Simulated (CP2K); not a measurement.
A self-consistent single point of Cs (Im-3m, 1 atom in the cell) with CP2K

Method of the run: CP2K with PBE, GPW, DZVP-MOLOPT-SR-GTH basis, GTH-PBE potentials (GTH_POTENTIALS).

Input as run:

```
&GLOBAL
  PROJECT cs
  RUN_TYPE ENERGY_FORCE
  PRINT_LEVEL MEDIUM
&END GLOBAL
&FORCE_EVAL
  METHOD Quickstep
  STRESS_TENSOR ANALYTICAL
  &DFT
    BASIS_SET_FILE_NAME BASIS_MOLOPT
    POTENTIAL_FILE_NAME GTH_POTENTIALS
    &QS
      METHOD GPW
      EPS_DEFAULT 1E-10
    &END QS
    &MGRID
      CUTOFF 500
      REL_CUTOFF 60
      NGRIDS 5
    &END MGRID
    &SCF
      SCF_GUESS ATOMIC
      EPS_SCF 1E-6
      MAX_SCF 100
      ADDED_MOS 4
      &DIAGONALIZATION
        ALGORITHM STANDARD
      &END DIAGONALIZATION
      &MIXING
        METHOD BROYDEN_MIXING
        ALPHA 0.2
        NBUFFER 10
      &END MIXING
      &SMEAR ON
        METHOD FERMI_DIRAC
        ELECTRONIC_TEMPERATURE [K] 1160.45
      &END SMEAR
    &END SCF
    &KPOINTS
      SCHEME MONKHORST-PACK 6 6 6
      GAMMA_CENTERED T
    &END KPOINTS
    &XC
      &XC_FUNCTIONAL PBE
      &END XC_FUNCTIONAL
    &END XC
    &PRINT
      &MO
        EIGENVALUES T
        OCCUPATION_NUMBERS T
        NDIGITS 8
        FILENAME mo
        &EACH
          QS_SCF 0
        &END EACH
        ADD_LAST NUMERIC
      &END MO
      &MULLIKEN ON
      &END MULLIKEN
    &END PRINT
  &END DFT
  &SUBSYS
    &CELL
      A 5.44954600 0.00000000 0.00000000
      B -1.81651500 5.13788100 0.00000000
      C -1.81651500 -2.56894100 4.44953600
      PERIODIC XYZ
    &END CELL
    &COORD
      Cs       0.00000000     0.00000000     0.00000000
    &END COORD
    &KIND Cs
      BASIS_SET DZVP-MOLOPT-SR-GTH-q9
      POTENTIAL GTH-PBE-q9
    &END KIND
  &END SUBSYS
  &PRINT
    &FORCES ON
    &END FORCES
    &STRESS_TENSOR ON
    &END STRESS_TENSOR
  &END PRINT
&END FORCE_EVAL
```

The program printed (abridged):

```
 GLOBAL| Method name                                                        CP2K
 GLOBAL| Project name                                                         cs
 GLOBAL| Run type                                                   ENERGY_FORCE

 CELL| Volume [angstrom^3]:                                           124.583087
 CELL| Vector a [angstrom]:       5.450     0.000     0.000   |a| =     5.449546
 CELL| Vector b [angstrom]:      -1.817     5.138     0.000   |b| =     5.449546
 CELL| Vector c [angstrom]:      -1.817    -2.569     4.450   |c| =     5.449546
 CELL| Angle (b,c), alpha [degree]:                                   109.471226
 CELL| Angle (a,c), beta  [degree]:                                   109.471216
 CELL| Angle (a,b), gamma [degree]:                                   109.471218
 CELL| Numerically orthorhombic:                                              NO
 CELL| Periodicity                                                           XYZ

 DFT| Spin restricted Kohn-Sham (RKS) calculation                            RKS
 DFT| Multiplicity                                                             2
 DFT| Number of spin states                                                    1
 DFT| Charge                                                                   0
 DFT| XC density smoothing                                                  NONE
 DFT| XC derivatives                                                          PW

 QS| Method:                                                                 GPW
 QS| Density plane wave grid type                        NON-SPHERICAL FULLSPACE
 QS| Number of grid levels:                                                    5
 QS| Density cutoff [a.u.]:                                                250.0
 QS| Multi grid cutoff [a.u.]: 1) grid level                               250.0
   [... lines left out ...]
 BRILLOUIN| Wavefunction type                                            COMPLEX
 BRILLOUIN| List of Kpoints [2 Pi/Bohr]                                      112
 BRILLOUIN| Number           Weight            X              Y              Z
 BRILLOUIN|     1           0.00926       -0.33333       -0.33333       -0.33333
 BRILLOUIN|     2           0.00926       -0.33333       -0.33333       -0.16667
 BRILLOUIN|     3           0.00926       -0.33333       -0.33333        0.00000
   [... 109 lines left out ...]
 *******************************************************************************

 Extrapolation method: initial_guess

 Re-scaling the density matrix to get the right number of electrons
                  # Electrons              Trace(P)               Scaling factor
                            9                 9.000                        1.000

 Number of electrons:                                                          9
 Number of occupied orbitals:                                                  5
 Number of molecular orbitals:                                                 9

 Number of orbital functions:                                                 14
 Number of independent orbital functions:                                     14
 SCF WAVEFUNCTION OPTIMIZATION

  Step     Update method      Time    Convergence         Total energy    Change
     1 NoMix/Diag. 0.20E+00      -     0.50535146       -20.1533125610 -2.02E+01
     2 Broy./Diag. 0.20E+00      -     0.00202641       -20.1533543050 -4.17E-05
     3 Broy./Diag. 0.20E+00      -     0.01014678       -20.1393417502  1.40E-02
     4 Broy./Diag. 0.20E+00      -     0.00022639       -20.1341243724  5.22E-03
     5 Broy./Diag. 0.20E+00      -     0.00026937       -20.1362692307 -2.14E-03
     6 Broy./Diag. 0.20E+00      -     0.00000179       -20.1365847293 -3.15E-04
     7 Broy./Diag. 0.20E+00      -     0.00000459       -20.1366172009 -3.25E-05
     8 Broy./Diag. 0.20E+00      -     0.00000007       -20.1366133893  3.81E-06
  *** SCF run converged in     8 steps ***

  Electronic density on regular grids:         -9.0000000000        0.0000000000
  Core density on regular grids:                8.9999999987       -0.0000000013
  Total charge density on r-space grids:       -0.0000000013
  Total charge density g-space grids:          -0.0000000013

  Overlap energy of the core charge distribution:               0.00000000000000
  Self energy of the core charge distribution:                -42.31421876608173
  Core Hamiltonian energy:                                      8.16554016592569
  Hartree energy:                                              17.15172759315922
  Exchange-correlation energy:                                 -3.13813459039640
  Electronic entropic energy:                                  -0.00152779186063
  Fermi energy:                                                 0.05531600117550

  Total energy:                                               -20.13661338933429
  Total energy (extrapolated to T->0):                        -20.13584949340398

                     Mulliken Population Analysis

 #  Atom  Element  Kind  Atomic population                           Net charge
       1     Cs       1          9.000000                              0.000000
 # Total charge                              9.000000                  0.000000

 ENERGY| Total FORCE_EVAL ( QS ) energy [hartree]            -20.136609803267781

 FORCES| Atomic forces [hartree/bohr]
 FORCES|   Atom     x               y               z               |f|
 FORCES|      1 -2.94765541E-15  1.21136081E-15 -4.35679705E-15   5.39793923E-15
 FORCES| Sum    -2.94765541E-15  1.21136081E-15 -4.35679705E-15
 FORCES| Total atomic force                                       5.39793923E-15

 STRESS| Analytical stress tensor [bar]
 STRESS|                        x                   y                   z
 STRESS|      x       -1.80364529431E+02  -8.66551252964E-04  -3.82131620858E-04
 STRESS|      y       -8.66551252964E-04  -1.80363829130E+02  -7.09344043751E-06
 STRESS|      z       -3.82131620858E-04  -7.09344043751E-06  -1.80366389789E+02
 STRESS| 1/3 Trace                                            -1.80364916117E+02
```

The run converged in 8 iterations.

The starting cell comes from a database of computed structures (which also holds hypothetical and non-ambient phases and stackings), without a prior relaxation at this level. Its lattice was rescaled by a random factor within 2.5 % of one. Values carry the incompleteness of an atom-centred basis.
